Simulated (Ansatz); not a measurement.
Al12W (Im-3, No. 204) was calculated with LDA (PAW; Ansatz, a quantum-chemistry and plane-wave program).

Run with plane-wave cutoff 520 eV, 12×12×12 k mesh, Fermi–Dirac smearing 0.046 eV (set by the program), no spin polarisation, scalar-relativistic PAW data made under PBE.

Computed at the level's own relaxed cell.

What does this level give for the Voigt–Reuss–Hill bulk modulus, Voigt–Reuss–Hill shear modulus (Hill average), Young modulus and Poisson ratio?


- Voigt–Reuss–Hill bulk modulus = 99.4 GPa
- Voigt–Reuss–Hill shear modulus (Hill average) = 61.9 GPa
- Young modulus = 154 GPa
- Poisson ratio = 0.242

Elastic constants are with the ions relaxed.

Spin–orbit coupling is not included.

The computed numbers hold no vibrational or temperature effects.

It cost very roughly 100 core-minutes of CPU time.
